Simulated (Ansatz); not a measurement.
A self-consistent single point of a sheet of PtSe2 (3 atoms in the cell) with Ansatz (a quantum-chemistry and plane-wave program).

Method of the run: LDA (PW92), PAW files made with PBE (plane waves; Ansatz).

```yaml
crystal:
  lattice:
    - [3.60789, 0.00000, 0.00000]
    - [-1.80394, 3.12452, 0.00000]
    - [0.00000, 0.00000, 16.98204]
  atoms:
    - { symbol: Pt, position: [0.00000, 0.00000, 0.50000] }
    - { symbol: Se, position: [0.33333, 0.66667, 0.58780] }
    - { symbol: Se, position: [0.66667, 0.33333, 0.41220] }
```

Reference input (self-consistent single point, DFT, PBE, plane waves, PAW files): basis.ecutwfc = 420 eV; kpoints.mp_grid.grid = 7 7 1; hamiltonian.xc = pbe; hamiltonian.pseudopotentials = {kind: paw} (the program's default PAW files); scf.occupations.method = gaussian; scf.occupations.width = 0.1 eV. This run's input differs from it in these lines:

Ansatz 0.2 input:
```diff
@@ -15,3 +15,3 @@
 hamiltonian:
-  xc: pbe
+  xc: lda
   pseudopotentials:
```

Output (repeated stretches shortened):

```
SCF iter   1: F=—  HF=-23014.389183 eV  |F-HF|=—  |Δ(HF+E_count)|=         —  Δρ=4.66e-2  dr2=4.45e0  ethr=3.10e-3  ⟨swp⟩=7.4  Hψ=1070  notcnv=0
all-band conjugate gradients solve this SCF's bands
preconditioner: auto → Resta (q_TF=auto, 2.181 Å⁻¹)
SCF iter   2: F=—  HF=-23013.865837 eV  |F-HF|=—  |Δ(HF+E_count)|=   5.23e-1  Δρ=2.26e-2  dr2=2.16e0  ethr=3.10e-3  ⟨swp⟩=3.0  Hψ=564  notcnv=0  defer=8
   [... lines left out ...]
SCF iter   6: F=—  HF=-23013.472687 eV  |F-HF|=—  |Δ(HF+E_count)|=   2.07e-5  Δρ=1.14e-4  dr2=2.19e-5  ethr=3.03e-7  ⟨swp⟩=2.0  Hψ=402  notcnv=0  defer=6
SCF iter   7: F=—  HF=-23013.472737 eV  |F-HF|=—  |Δ(HF+E_count)|=   5.02e-5  Δρ=1.92e-5  dr2=9.57e-7  ethr=4.38e-8  ⟨swp⟩=2.8  Hψ=407  notcnv=0  defer=6
SCF iter   8: F=—  HF=-23013.472738 eV  |F-HF|=—  |Δ(HF+E_count)|=   6.88e-7  Δρ=6.96e-6  dr2=1.63e-7  ethr=2.00e-10  ⟨swp⟩=11.8  Hψ=1259  notcnv=0
SCF iter   9: F=-23013.472738 eV  HF=-23013.472738 eV  |F-HF|=4.87e-9  |Δ(HF+E_count)|=   4.76e-8  Δρ=1.04e-6  dr2=2.41e-9  ethr=2.00e-10  ⟨swp⟩=5.2  Hψ=925  notcnv=0
SCF 1 converged in 9 iterations: F = -23013.472738 eV  dr2 = 2.41e-9
Free energy (F): -23013.472738 eV
Internal energy: -23013.472738 eV  (E = F + TS)
E sigma→0 (E₀):  -23013.472738 eV
Fermi energy:    0.497787 eV
--- Forces (eV/Å), atoms counted from 1 ---
  atom   1  Pt     0.00000000     0.00000000     0.00000000
  atom   2  Se     0.00000000    -0.00000000    -1.79085065
  atom   3  Se     0.00000000     0.00000000     1.79085065
--- Stress (GPa, compression-positive) ---
       -2.091202      -0.000000       0.000000
        0.000000      -2.091202      -0.000000
        0.000000      -0.000000      -4.469463
  P = ⅓ Tr σ = -2.8840 GPa (-28.840 kbar)
  The stress holds the Pulay correction. Without it, at fixed plane waves, as pw.x and ABINIT print it: P = -2.8951 GPa
```

The run converged in 9 iterations. Against the reference run the largest force goes from 1.102 to 1.791 eV/Å and the gap on the mesh goes from 0.937 to 0.881 eV.

The starting cell was generated: these elements placed on a structure prototype, without a prior relaxation; it need not be a known phase or ordering of this composition. Its lattice was rescaled in the plane by a random factor within 2.5 % of one. Spin-orbit coupling is off. Forces in this geometry exceed 1 eV/Å.
